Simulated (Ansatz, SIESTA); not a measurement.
**Code comparison for LaS₂ (P4/nmm, 6 atoms in the cell)**

Self-consistent single point.

```
LaS2
1.0
    4.04634     0.00000     0.00000
    0.00000     4.04634     0.00000
    0.00000     0.00000     8.31768
La S
2 4
Cartesian
  0.00000   2.02317   6.02391
  2.02317   0.00000   2.29377
  0.00000   2.02317   3.02739
  2.02317   0.00000   5.29029
  0.00000   0.00000   0.00000
  2.02317   2.02317   0.00000
```

Shared settings, as Ansatz (a first-principles code) writes them: kpoints.mp_grid.grid = 7 7 4; magnetization.spin_orbit = true; scf.occupations.method = fermi_dirac; scf.occupations.width = 0.1 eV. Potentials and cutoffs stand in the table.

```
code                                                                                                                                                               model  pressure (GPa)  largest force (eV/Å)       cutoff
------  ----------------------------------------------------------------------------------------------------------------------------------------------------------------  --------------  --------------------  -----------
Ansatz                                                                                                          PBEsol with spin-orbit coupling, PAW files made with PBE           -3.55                 0.052      default
SIESTA  GGA PBEsol with spin-orbit coupling, numerical atomic orbitals DZP, PseudoDojo PBEsol fully relativistic norm-conserving potentials (rewritten from UPF to PSML)               –                 0.146  grid 300 Ry
```

Size of the force on each atom (eV/Å): Sizes of forces hide their directions.

```csv
code,La1,La2,S3,S4,S5,S6
Ansatz,0.052,0.052,0.012,0.012,0.000,0.000
SIESTA,0.146,0.146,0.082,0.082,0.000,0.000
```

A dash marks a value that a program does not give, or that is left out as unsure.

The spread over the programs that give each value: largest force within 0.094 eV/Å.

SIESTA uses small atom-centred bases, whose incompleteness enters pressures, forces and empty levels differently from a plane-wave cutoff.

The starting cell comes from a database of computed structures (which also holds hypothetical and non-ambient phases and stackings), without a prior relaxation at this level.

Keys are those of Ansatz 0.2.
